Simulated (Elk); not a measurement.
Worked example: self-consistent single point of LiIn (Fd-3m, 4 atoms in the cell) in Elk

Computed with LDA (PW92), all-electron FP-LAPW, Elk's shipped species files, default APW+lo basis (Elk 10.2.4).

Input:

```
tasks
  0

xctype
  3

rgkmax
  7.0

stype
  1

swidth
  0.00999582

scale
  9.10644968

avec
    0.0000000000    0.7071067812    0.7071067812
    0.7071067812    0.0000000000    0.7071067812
    0.7071067812    0.7071067812    0.0000000000

sppath
  './'

atoms
  2   : nspecies
  'Li.in'   : spfname
  2   : natoms; atposl, bfcmt below
  0.0000000000  0.0000000000  0.0000000000    0.0 0.0 0.0
  0.2500000000  0.2500000000  0.2500000000    0.0 0.0 0.0
  'In.in'   : spfname
  2   : natoms; atposl, bfcmt below
  0.5000000000  0.5000000000  0.5000000000    0.0 0.0 0.0
  0.7500000000  0.7500000000  0.7500000000    0.0 0.0 0.0

ngridk
  7 7 7
```

Output, abridged:

```
│ Elk code version 10.2.4 │

All units are atomic (Hartree, Bohr, etc.)

│ Ground-state run starting from atomic densities │

Lattice vectors :
   0.000000000       6.439232321       6.439232321
   6.439232321       0.000000000       6.439232321
   6.439232321       6.439232321       0.000000000

Unit cell volume      :    533.9889604
Brillouin zone volume :   0.4645231116

Muffin-tin inner radius fraction :   0.1000000000E-01

Nuclei treated as point charges

Species :    1 (Li)
 parameters loaded from : Li.in
 name : lithium
 nuclear charge    :   -3.000000000
 electronic charge :    3.000000000
 atomic mass :    12652.66897
 muffin-tin radius :    1.800000000
 number of radial points in muffin-tin :    297
 atomic positions (lattice), magnetic fields (Cartesian) :
   1 :   0.37500000  0.37500000  0.37500000    0.00000000  0.00000000  0.00000000
   2 :  -0.37500000 -0.37500000 -0.37500000    0.00000000  0.00000000  0.00000000

Species :    2 (In)
 parameters loaded from : In.in
 name : indium
 nuclear charge    :   -49.00000000
 electronic charge :    49.00000000
 atomic mass :    209300.4100
 muffin-tin radius :    2.600000000
 number of radial points in muffin-tin :    597
 atomic positions (lattice), magnetic fields (Cartesian) :
   1 :  -0.12500000 -0.12500000 -0.12500000    0.00000000  0.00000000  0.00000000
   2 :   0.12500000  0.12500000  0.12500000    0.00000000  0.00000000  0.00000000

Total number of atoms per unit cell :    4

Spin treatment :
 spin-unpolarised

Number of Bravais lattice symmetries :   48
Number of crystal symmetries         :   48
Crystal has inversion symmetry
Real symmetric eigensolver will be used

k-point grid :      7     7     7
k-point offset :    0.000000000       0.000000000       0.000000000
k-point set is reduced with full crystal symmetry group
Total number of k-points :       20

Muffin-tin radius times maximum |G+k| :    7.000000000
 using average radius
Maximum |G+k| for APW functions       :    3.181818182
Maximum (1/2)|G+k|²                   :    5.061983471
Maximum |G| for potential and density :    12.00000000
 potential will be trimmed for |G| > 2 gkmax
Constant for pseudocharge density :    8
Radial integration step length :    4

G-vector grid sizes :     35    35    35
Number of G-vectors :    15593

Maximum angular momentum used for
 APW functions                      :    8
 outer part of muffin-tin           :    6
 inner part of muffin-tin           :    1

Total nuclear charge    :   -104.0000000
Total core charge       :    60.00000000
Total valence charge    :    44.00000000
Total excess charge     :    0.000000000
Total electronic charge :    104.0000000

Effective Wigner radius, rₛ :    1.070212724

Number of empty states         :   16
Total number of valence states :   38
Total number of core states    :   60

Total number of local-orbitals :   44

Exchange-correlation functional :      3     0     0
 Perdew-Wang/Ceperley-Alder, Phys. Rev. B 45, 13244 (1992)
 gradient requirement :    0
 local density approximation (LDA)

Smearing type :    1
 Methfessel-Paxton order 1, Phys. Rev. B 40, 3616 (1989)
Smearing width :   0.9995820000E-02
Effective electronic temperature (K) :    3156.430308

Mixing type :    3
 Broyden mixing, J. Phys. A: Math. Gen. 17, L317 (1984)

Kohn-Sham potential initialised from atomic data

│ Self-consistent loop started │
│ Loop number : 1 │
 total energy                :     -11765.6869891
│ Loop number : 2 │
 total energy                :     -11765.9136202
RMS change in Kohn-Sham potential (target) :   0.7410142943E-01 (  0.1000000000E-05)
Absolute change in total energy (target)   :   0.2266310928     (  0.1000000000E-03)
│ Loop number : 3 │
 total energy                :     -11767.4457522
RMS change in Kohn-Sham potential (target) :   0.5837733013E-01 (  0.1000000000E-05)
Absolute change in total energy (target)   :    1.588789766     (  0.1000000000E-03)
│ Loop number : 4 │
 total energy                :     -11768.1831194
RMS change in Kohn-Sham potential (target) :   0.4869951129E-01 (  0.1000000000E-05)
Absolute change in total energy (target)   :    1.134564723     (  0.1000000000E-03)
│ Loop number : 5 │
 total energy                :     -11769.3902520
RMS change in Kohn-Sham potential (target) :   0.2853360869E-01 (  0.1000000000E-05)
Absolute change in total energy (target)   :    1.490773728     (  0.1000000000E-03)
│ Loop number : 6 │
 total energy                :     -11770.4393606
RMS change in Kohn-Sham potential (target) :   0.9895138799E-02 (  0.1000000000E-05)
Absolute change in total energy (target)   :    1.421802041     (  0.1000000000E-03)
│ Loop number : 7 │
 total energy                :     -11771.0268157
RMS change in Kohn-Sham potential (target) :   0.4062956293E-03 (  0.1000000000E-05)
Absolute change in total energy (target)   :   0.9429056256     (  0.1000000000E-03)
│ Loop number : 8 │
 total energy                :     -11771.0325128
RMS change in Kohn-Sham potential (target) :   0.1940345733E-03 (  0.1000000000E-05)
Absolute change in total energy (target)   :   0.2414235047     (  0.1000000000E-03)
│ Loop number : 9 │
 total energy                :     -11771.0399364
RMS change in Kohn-Sham potential (target) :   0.9105309810E-04 (  0.1000000000E-05)
Absolute change in total energy (target)   :   0.6777949780E-01 (  0.1000000000E-03)
│ Loop number : 10 │
 total energy                :     -11771.0512216
RMS change in Kohn-Sham potential (target) :   0.1994596099E-04 (  0.1000000000E-05)
Absolute change in total energy (target)   :   0.2823007789E-01 (  0.1000000000E-03)
│ Loop number : 11 │
 total energy                :     -11771.0544181
RMS change in Kohn-Sham potential (target) :   0.1249775231E-05 (  0.1000000000E-05)
Absolute change in total energy (target)   :   0.1025397423E-01 (  0.1000000000E-03)
│ Loop number : 12 │
 total energy                :     -11771.0544858
RMS change in Kohn-Sham potential (target) :   0.6936507887E-06 (  0.1000000000E-05)
Absolute change in total energy (target)   :   0.2631250785E-02 (  0.1000000000E-03)
│ Loop number : 13 │
 total energy                :     -11771.0545097
RMS change in Kohn-Sham potential (target) :   0.1371915421E-06 (  0.1000000000E-05)
Absolute change in total energy (target)   :   0.6816264449E-03 (  0.1000000000E-03)
│ Loop number : 14 │
 total energy                :     -11771.0545144
RMS change in Kohn-Sham potential (target) :   0.7845950109E-08 (  0.1000000000E-05)
Absolute change in total energy (target)   :   0.1751366781E-03 (  0.1000000000E-03)
│ Loop number : 15 │
 total energy                :     -11771.0545139
RMS change in Kohn-Sham potential (target) :   0.3390360424E-08 (  0.1000000000E-05)
Absolute change in total energy (target)   :   0.4324714428E-04 (  0.1000000000E-03)
Convergence targets achieved

│ Loop number : 16 │

Energies :
 Fermi                       :     0.185038161984
 sum of eigenvalues          :     -7088.93368851
 electron kinetic            :      12361.7738591
 core electron kinetic       :      11923.8449283
 Coulomb                     :     -23819.7063348
 Coulomb potential           :     -19035.5336907
 nuclear-nuclear             :     -899.515116677
 electron-nuclear            :     -26804.8487454
 Hartree                     :      3884.65752735
 Madelung                    :     -14301.9394894
 xc potential                :     -415.173856865
 exchange                    :     -303.404219016
 correlation                 :     -9.71781903991
 total energy                :     -11771.0545137

Density of states at Fermi energy :    38.60012099
 (states/Hartree/unit cell)

Estimated indirect band gap :   0.3079466988E-02
 from k-point     16 to k-point     15
Estimated direct band gap   :   0.5183782929E-02
 at k-point     15

Charges :
 core                        :    60.00000000
 valence                     :    44.00000000
 interstitial                :    4.835723956
 muffin-tins (core leakage)
  species :    1 (Li)
   atom    1                 :    2.121061005     (   0.000000000    )
   atom    2                 :    2.121061005     (   0.000000000    )
  species :    2 (In)
   atom    1                 :    47.46107702     (  0.1324934810E-03)
   atom    2                 :    47.46107702     (  0.1324934810E-03)
 total in muffin-tins        :    99.16427604
 total calculated charge     :    103.9984389
 total charge                :    104.0000000
 error                       :   0.1561103549E-02

│ Self-consistent loop stopped │
```

The run converged in 16 iterations. The count includes the last loop, which Elk runs after its targets are met.

The starting cell comes from a database of computed structures (which also holds hypothetical and non-ambient phases and stackings), without a prior relaxation at this level. Values depend on the basis (sphere radii, cutoffs, local orbitals), which need not be converged. The log's line on a gap gives a spacing of levels on this mesh, which the program prints for metals too.
